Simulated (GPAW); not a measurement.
Input and output of a self-consistent single point for GaIr (Pm-3m, 2 atoms in the cell) (GPAW).

Computed with PBEsol, GPAW PAW datasets PBEsol (made by gpaw-setup) (plane waves; GPAW 25.7.0).

The change in words: lattice scaled by 0.98. Reference geometry:
```yaml
crystal:
  lattice:
    - [3.02850, 0.00000, 0.00000]
    - [0.00000, 3.02850, 0.00000]
    - [0.00000, 0.00000, 3.02850]
  atoms:
    - { symbol: Ga, position: [0.00000, 0.00000, 0.00000] }
    - { symbol: Ir, position: [0.50000, 0.50000, 0.50000] }
```

Reference input (self-consistent single point, DFT PBEsol, plane waves, GPAW PAW datasets PBEsol (made by gpaw-setup)): mode = pw; ecut = 550 eV; xc = PBEsol; kpts = 9 9 9; mesh shift (steps) = 0 0 0; occupations.name = methfessel-paxton; occupations.width = 0.1 eV; occupations.order = 0; nbands = -10; convergence.density = 1e-05 e/electron; convergence.energy = 1e-05 eV/electron; symmetry.symmorphic = false. This run's input differs from it in these lines:

```diff
@@ -5,7 +5,7 @@
 atoms = Atoms(['Ga', 'Ir'],
-              cell=[[3.028500, 0.000000, 0.000000],
-                    [0.000000, 3.028500, 0.000000],
-                    [0.000000, 0.000000, 3.028500]],
+              cell=[[2.967930, 0.000000, 0.000000],
+                    [0.000000, 2.967930, 0.000000],
+                    [0.000000, 0.000000, 2.967930]],
               positions=[[0.000000, 0.000000, 0.000000],
-                         [1.514250, 1.514250, 1.514250]],
+                         [1.483965, 1.483965, 1.483965]],
               pbc=True)
```

The program printed (abridged):

```
     iter     time        total  log10-change:
                         energy   eigst   dens
iter:   1 --:--:--   -14.429890
iter:   2 --:--:--   -14.434881   -1.41  -1.31
iter:   3 --:--:--   -14.427369   -1.92  -1.33
iter:   4 --:--:--   -14.420204   -3.01  -1.74
iter:   5 --:--:--   -14.423589   -2.80  -1.82
iter:   6 --:--:--   -14.420833   -3.90  -2.35
iter:   7 --:--:--   -14.418542   -3.65  -2.28
iter:   8 --:--:--   -14.418500   -5.19  -3.03
iter:   9 --:--:--   -14.418482c  -5.50  -3.43
iter:  10 --:--:--   -14.418522c  -5.84  -3.53
iter:  11 --:--:--   -14.418472c  -5.83  -3.44
iter:  12 --:--:--   -14.418472c  -6.66  -3.95
iter:  13 --:--:--   -14.418472c  -7.93c -4.45
iter:  14 --:--:--   -14.418472c  -8.63c -4.52
iter:  15 --:--:--   -14.418472c  -8.38c -4.59
iter:  16 --:--:--   -14.418472c  -9.34c -4.67
iter:  17 --:--:--   -14.418472c  -8.77c -4.69
iter:  18 --:--:--   -14.418472c -10.41c -4.98
iter:  19 --:--:--   -14.418472c  -9.30c -5.00
iter:  20 --:--:--   -14.418472c  -9.91c -5.49c
Converged after 20 iterations.

Dipole moment: (-0.000000, -0.000000, -0.000000) |e|*Ang

Energy contributions relative to reference atoms: (reference = -537192.317215)

Kinetic:        +41.525229
Potential:      -33.895046
External:        +0.000000
XC:             -21.795506
Entropy (-ST):   -0.003525
Local:           -0.251386
SIC:             +0.000000
--------------------------
Free energy:    -14.420234
Extrapolated:   -14.418472

Showing only first 2 kpts
 Kpt  Band  Eigenvalues  Occupancy
  0     7     11.98334    2.00000
  0     8     11.98334    2.00000
  0     9     17.35675    0.00000
  0    10     17.35675    0.00000

  1     7     11.57026    2.00000
  1     8     11.99134    2.00000
  1     9     16.16408    0.00000
  1    10     18.02628    0.00000

Fermi level: 13.55943

No gap
No difference between direct/indirect transitions
Energy (eV): -14.418472

Forces in eV/Ang:
  0 Ga   -0.00000   -0.00000   -0.00000
  1 Ir   -0.00000   -0.00000   -0.00000

Stress tensor:
    -0.100319     0.000000     0.000000
     0.000000    -0.100319     0.000000
     0.000000     0.000000    -0.100319
Stress (GPa, Voigt): [-16.0729 -16.0729 -16.0729   0.       0.       0.    ]
```

The run converged in 20 iterations. GPAW prints stress with tension positive. Against the reference run the free energy goes up by 36.5 meV/atom and the pressure goes from -1.09 to 16.07 GPa.

The starting cell comes from a database of computed structures (which also holds hypothetical and non-ambient phases and stackings), without a prior relaxation at this level. For this run, on top of that: lattice scaled by 0.98. Spin polarisation is off. With a pressure of about 16 GPa the cell is away from its equilibrium volume at this level.
